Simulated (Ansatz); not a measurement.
The starting structures come from a database of crystals and need not be the phases stable at ambient conditions.

Inside the gap of an insulator the Bloch states are evanescent, with a wavenumber k + iκ along the transport direction.

Input:

```yaml
crystal:
  lattice:
    - [3.24090, 0.00000, 0.00000]
    - [0.00000, 6.82705, 0.00000]
    - [0.00000, -3.35796, 3.41307]
  atoms:
    - { symbol: Sn, position: [0.50000, 0.50000, 0.00000] }
    - { symbol: Sn, position: [0.00000, 0.00000, 0.00000] }
    - { symbol: O, position: [0.00000, 0.32104, 0.61289] }
    - { symbol: O, position: [0.00000, 0.67896, 0.38711] }
    - { symbol: O, position: [0.50000, 0.17896, 0.97081] }
    - { symbol: O, position: [0.50000, 0.82104, 0.02919] }
```

The cell is taken as given; by r2SCAN it stands under a pressure of -8.2 GPa.

Transport runs along the normal of the first two printed cell vectors.

The gap is the functional's own. No spin-orbit coupling. Mid-gap values are those at the computed energy nearest the middle.

Task: Estimate the band gap and the smallest decay constant κ at mid-gap that r2SCAN run with Ansatz (a program for electronic structure) returns for this system.

Result: Gap 1.40 eV on a 10×10×10 mesh; κ = 0.168 1/Å, at the zone centre.
